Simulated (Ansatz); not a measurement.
Worked example: self-consistent single point of LiSc₃ (Pm-3m, 4 atoms in the cell) in Ansatz (a first-principles code).

Method of the run: PBE (plane waves, PAW; Ansatz).

```xyz
4
Lattice="4.3744 0.0000 0.0000 0.0000 4.3744 0.0000 0.0000 0.0000 4.3744" Properties=species:S:1:pos:R:3 pbc="T T T"
Sc     0.0000     2.1872     2.1872
Sc     2.1872     2.1872     0.0000
Sc     2.1872     0.0000     2.1872
Li     0.0000     0.0000     0.0000
```

Reference input (self-consistent single point, DFT, PBE, plane waves, default PAW files): kpoints.mp_grid.grid = 8 8 8; hamiltonian.xc = pbe; hamiltonian.pseudopotentials = {kind: paw} (the program's default PAW files); scf.occupations.method = cold; scf.occupations.width = 0.1 eV. This run's input differs from it in these lines:

Ansatz 0.2 input:
```diff
@@ -17,3 +17,3 @@
 scf:
-  occupations: { method: cold, width: 0.1 eV }
+  occupations: { method: cold, width: 0.3 eV }
 output:
```

Output, abridged:

```
SCF iter   1: F=—  HF=-6611.118472 eV  |F-HF|=—  |Δ(HF+E_count)|=         —  Δρ=2.46e-3  dr2=1.10e-2  ethr=1.77e-3  ⟨swp⟩=4.0  Hψ=3033  notcnv=0
all-band conjugate gradients solve this SCF's bands
preconditioner: auto → Kerker (q_TF=auto, 2.370 Å⁻¹)
SCF iter   2: F=—  HF=-6611.115859 eV  |F-HF|=—  |Δ(HF+E_count)|=   2.61e-3  S|Δr|=    0.00e0  Δρ=1.31e-3  dr2=3.37e-3  ethr=3.06e-5  ⟨swp⟩=1.1  Hψ=1052  notcnv=0
SCF iter   3: F=—  HF=-6611.115175 eV  |F-HF|=—  |Δ(HF+E_count)|=   6.84e-4  S|Δr|=    0.00e0  Δρ=3.14e-4  dr2=1.09e-4  ethr=9.35e-6  ⟨swp⟩=2.0  Hψ=933  notcnv=0
SCF iter   4: F=—  HF=-6611.115152 eV  |F-HF|=—  |Δ(HF+E_count)|=   2.30e-5  S|Δr|=    0.00e0  Δρ=7.79e-5  dr2=6.22e-6  ethr=3.04e-7  ⟨swp⟩=2.0  Hψ=900  notcnv=0
SCF iter   5: F=—  HF=-6611.115021 eV  |F-HF|=—  |Δ(HF+E_count)|=   1.31e-4  S|Δr|=    0.00e0  Δρ=2.08e-5  dr2=3.31e-7  ethr=1.73e-8  ⟨swp⟩=2.0  Hψ=942  notcnv=0
SCF iter   6: F=-6611.115021 eV  HF=-6611.115021 eV  |F-HF|=9.39e-9  |Δ(HF+E_count)|=   1.71e-8  S|Δr|=    0.00e0  Δρ=4.19e-6  dr2=2.36e-8  ethr=2.78e-10  ⟨swp⟩=4.3  Hψ=2742  notcnv=0
SCF 1 converged in 6 iterations: F = -6611.115021 eV  dr2 = 2.36e-8
Stability not checked (fill_not_monotonic)
Free energy (F): -6611.115021 eV
Internal energy: -6611.034580 eV  (E = F + TS)
E sigma→0 (E₀):  -6611.088207 eV
Entropy (-TS):   -0.080441 eV (-20.110 meV/atom)
Fermi energy:    8.708217 eV
--- Forces (eV/Å), atoms counted from 1 ---
  atom   1  Sc     0.00000000    -0.00000000    -0.00000000
   [... zero for the other atoms too ...]
--- Stress (GPa, compression-positive) ---
        5.470753       0.000000       0.000000
        0.000000       5.470753       0.000000
        0.000000      -0.000000       5.470753
  P = ⅓ Tr σ = 5.4708 GPa (54.708 kbar)
  The stress holds the Pulay correction. Without it, at fixed plane waves, as pw.x and ABINIT print it: P = 5.4482 GPa
```

The run converged in 6 iterations. Against the reference run the free energy goes down by 7.7 meV/atom and the pressure goes from 5.25 to 5.47 GPa.

The starting cell was generated: these elements placed on a structure prototype, without a prior relaxation; it need not be a known phase or ordering of this composition. With a pressure of about 5 GPa the cell is away from its equilibrium volume at this level. Ansatz's pressure includes its estimate of the finite-basis (Pulay) stress.
